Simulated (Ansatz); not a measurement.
## Fermi-surface data of Ta₂Si (I4/mcm)

Here is the system:

```xyz
6
Lattice="-3.0681 3.0681 2.5205 3.0681 -3.0681 2.5205 3.0681 3.0681 -2.5205" Properties=species:S:1:pos:R:3 pbc="T T T"
Ta     2.0667     1.0014     2.5205
Ta     1.0014     2.0667     0.0000
Ta    -1.0014     2.0667     2.5205
Ta     4.0695     1.0014     0.0000
Si     0.0000     0.0000     1.2603
Si     0.0000     0.0000     3.7808
```

All values below come from PBEsol, rigid bands (plane waves, PAW, scalar-relativistic; Ansatz, an electronic-structure program). Cell: cell and atoms relaxed with PBEsol.

| Item | Result |
|---|---|
| density of states at the Fermi level | 2.95 states/(eV·cell), both spins |
| bare Sommerfeld coefficient | 1.16 mJ/(mol of atoms·K²) |
| Drude plasma energy | 3.1 (x), 3.1 (y), 4.0 (z) eV |
| root-mean-square Fermi velocity | 3.8e5 m/s |
| resistivity times τ | 49 (x), 49 (y), 31 (z) ×10⁻²² Ω·m·s |

A metal at this level (no band gap); rigid bands, thermally averaged at 300 K, both spins. Spin-orbit coupling is left out, which matters with elements this heavy. τ is one relaxation time for all states.

Computed structure with no diffraction record at hand here (it may be known, metastable or hypothetical): Ta2Si (I4/mcm).
